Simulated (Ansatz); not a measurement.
The starting structures come from a database of crystals and need not be the phases stable at ambient conditions.

Inside the gap of an insulator the Bloch states are evanescent, with a wavenumber k + iκ along the transport direction.

Consider the following.

```
CELL_PARAMETERS angstrom
      5.72920     0.00000     0.00000
      0.00000     5.80534     0.00000
      0.00000     2.90267    10.28959
ATOMIC_POSITIONS crystal
  Sr 0.75000 0.75329 0.00000
  Sr 0.25000 0.24671 0.00000
  Sr 0.75000 0.57389 0.37354
  Sr 0.25000 0.42611 0.62646
  Sr 0.25000 0.05257 0.37354
  Sr 0.75000 0.94743 0.62646
  Sn 0.75000 0.15261 0.19684
  Sn 0.25000 0.84739 0.80316
  Sn 0.25000 0.65055 0.19684
  Sn 0.75000 0.34945 0.80316
  O  0.00000 0.91600 0.16800
  O  0.00000 0.08400 0.83200
  O  0.50000 0.08400 0.83200
  O  0.50000 0.91600 0.16800
  O  0.50000 0.61030 0.77940
  O  0.50000 0.38970 0.22060
  O  0.00000 0.38970 0.22060
  O  0.00000 0.61030 0.77940
  O  0.25000 0.60690 0.39388
  O  0.75000 0.39310 0.60612
  O  0.75000 0.99922 0.39388
  O  0.25000 0.00078 0.60612
  O  0.75000 0.31671 0.00000
  O  0.25000 0.68329 0.00000
```

Space group of this cell: Cmcm. The cell is taken as given; by r2SCAN its mean pressure is -0.7 GPa.

Transport runs along the normal of the first two printed cell vectors.

The gap is the functional's own, uncorrected, and κ follows it; spin-orbit coupling is left out. Mid-gap values are interpolated between the computed energies.

**Question.** Give the band gap and the smallest decay constant κ at mid-gap that r2SCAN (Ansatz, a quantum-chemistry and plane-wave program) yields.

**Answer.** Gap 3.10 eV on a 6×6×6 mesh; κ = 0.355 1/Å, at the zone centre.
